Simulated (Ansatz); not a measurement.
Be, pressure series

The reference is Be in the hcp (Mg type) structure (space group P6_3/mmc, No. 194).

```xyz
2
Lattice="2.2647 0.0000 0.0000 -1.1324 1.9613 0.0000 0.0000 0.0000 3.5612" Properties=species:S:1:pos:R:3 pbc="T T T"
Be     1.1324     0.6538     2.6709
Be     0.0000     1.3075     0.8903
```

Cell and atoms are relaxed at each pressure.

All numbers come from PBE (Ansatz, a first-principles code; PAW; 420 eV plane waves; scalar-relativistic without spin-orbit coupling).

```tsv
P (GPa)	V (Å³/atom)
-1.99	8.042
-0.99	7.974
0.90	7.852
2.10	7.778
4.49	7.640
8.99	7.406
14.98	7.136
22.50	6.846
30.00	6.599
```

A third-order Birch–Murnaghan fit to these points gives V₀ = 7.91 Å³/atom, B₀ = 123 GPa and B₀′ = 3.4. At pressure 30 GPa the volume is 83.4 % of V₀.

Load acts through the strain it causes; cell and atoms are relaxed under it. Stability against distortions was not tested. Competing high-pressure phases were not computed.
